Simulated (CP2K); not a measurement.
Input and output of a self-consistent single point for ZrS (Fm-3m, 2 atoms in the cell) (CP2K).

Method: LDA (Pade form), GPW, DZVP-MOLOPT-SR-GTH basis, GTH-PADE potentials (GTH_POTENTIALS) (CP2K).

```xyz
2
Lattice="3.7102 0.0000 0.0000 1.8551 3.2131 0.0000 1.8551 1.0710 3.0294" Properties=species:S:1:pos:R:3 pbc="T T T"
Zr     0.0000     0.0000     0.0000
S      3.7102     2.1421     1.5147
```

Reference input (self-consistent single point, DFT PBEsol, GPW, DZVP-MOLOPT-SR-GTH basis, GTH-PBE potentials (GTH_POTENTIALS)): CUTOFF = 500 Ry; REL_CUTOFF = 50 Ry; SMEAR/METHOD = GAUSSIAN; SIGMA = 0.272 eV; KPOINTS/SCHEME = MONKHORST-PACK 11 11 11; XC_FUNCTIONAL = PBE:PBESOL; Zr/BASIS_SET = DZVP-MOLOPT-SR-GTH; Zr/POTENTIAL = GTH-PBE-q12; S/BASIS_SET = DZVP-MOLOPT-SR-GTH; S/POTENTIAL = GTH-PBE-q6; METHOD = GPW; EPS_DEFAULT = 1e-10. This run's input differs from it in these lines:

```diff
@@ -42,6 +42,3 @@
     &XC
-      &XC_FUNCTIONAL
-        &PBE
-          PARAMETRIZATION PBESOL
-        &END PBE
+      &XC_FUNCTIONAL PADE
       &END XC_FUNCTIONAL
@@ -77,3 +74,3 @@
       BASIS_SET DZVP-MOLOPT-SR-GTH
-      POTENTIAL GTH-PBE-q12
+      POTENTIAL GTH-PADE-q12
     &END KIND
@@ -81,3 +78,3 @@
       BASIS_SET DZVP-MOLOPT-SR-GTH
-      POTENTIAL GTH-PBE-q6
+      POTENTIAL GTH-PADE-q6
     &END KIND
```

Output, abridged:

```
 SCF WAVEFUNCTION OPTIMIZATION

  Step     Update method      Time    Convergence         Total energy    Change
     1 NoMix/Diag. 0.20E+00      -     1.69182654       -57.9304176952 -5.79E+01
     2 Broy./Diag. 0.20E+00      -     0.02752613       -57.9448611226 -1.44E-02
     3 Broy./Diag. 0.20E+00      -     0.03533055       -57.7402285239  2.05E-01
     4 Broy./Diag. 0.20E+00      -     0.01250986       -57.5664964592  1.74E-01
     5 Broy./Diag. 0.20E+00      -     0.00246479       -57.5277268487  3.88E-02
     6 Broy./Diag. 0.20E+00      -     0.00149047       -57.5281419234 -4.15E-04
     7 Broy./Diag. 0.20E+00      -     0.00021840       -57.5347869390 -6.65E-03
     8 Broy./Diag. 0.20E+00      -     0.00002039       -57.5345922744  1.95E-04
     9 Broy./Diag. 0.20E+00      -     0.00001112       -57.5345722320  2.00E-05
    10 Broy./Diag. 0.20E+00      -     0.00000026       -57.5345435519  2.87E-05
  *** SCF run converged in    10 steps ***

  Overlap energy of the core charge distribution:               0.00000000000032
  Self energy of the core charge distribution:               -110.60859616665741
  Core Hamiltonian energy:                                     24.44955486923064
  Hartree energy:                                              36.81412098584049
  Exchange-correlation energy:                                 -8.18754156359074
  Smearing free energy correction:                             -0.00208167639411
  Fermi energy:                                                 0.43990150386614

  Total energy:                                               -57.53454355193198
  Total energy (extrapolated to sigma->0):                    -57.53350271373493

   [... lines left out ...]

 STRESS| Analytical stress tensor [bar]
 STRESS|                        x                   y                   z
 STRESS|      x       -9.63344001719E+04  -3.17359174031E+00  -2.24406317417E+00
 STRESS|      y       -3.17359174031E+00  -9.63333230331E+04  -9.91046120189E-01
 STRESS|      z       -2.24406317417E+00  -9.91046120189E-01  -9.63306510140E+04
 STRESS| 1/3 Trace                                            -9.63327914063E+04
```

The run converged in 10 iterations. Against the reference run the pressure goes from -6.41 to -9.63 GPa.

The starting cell comes from a database of computed structures (which also holds hypothetical and non-ambient phases and stackings), without a prior relaxation at this level. Values carry the incompleteness of an atom-centred basis. With a pressure of about -10 GPa the cell is away from its equilibrium volume at this level.

Cost on one core of a shared machine: roughly 70 s.
